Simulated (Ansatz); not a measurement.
## How the bulk modulus B0 of ScGe₂ (model structure, started from the AlB2 type, P6/mmm, No. 191, 3 atoms in the cell) moves with the method

No measured value is used here.

| level (code) | value (GPa) | cell (Å³/atom) |
|---|---|---|
| LDA (Ansatz) | 80.0 | 18.26 |
| PBEsol (Ansatz) | 74.5 | 18.88 |
| r²SCAN (Ansatz) | 74.1 | 19.31 |

The crystal itself was run without spin with LDA, PBEsol, r²SCAN; a magnetic state was not tried in these runs. LDA, PBEsol, r²SCAN: the bulk modulus is −V dP/dV from two relaxed cells at ±2 % in volume. Each level is taken at its own relaxed cell. Cutoffs differ between the levels. Ansatz's density-functional and Hartree–Fock values are scalar-relativistic unless marked +SOC, with PAW data made under PBE.

A model structure was made by putting elements into a prototype or built by hand; it is no filed structure, need not be a known phase, and can be a saddle point held by its symmetry.

Ansatz is a first-principles code.
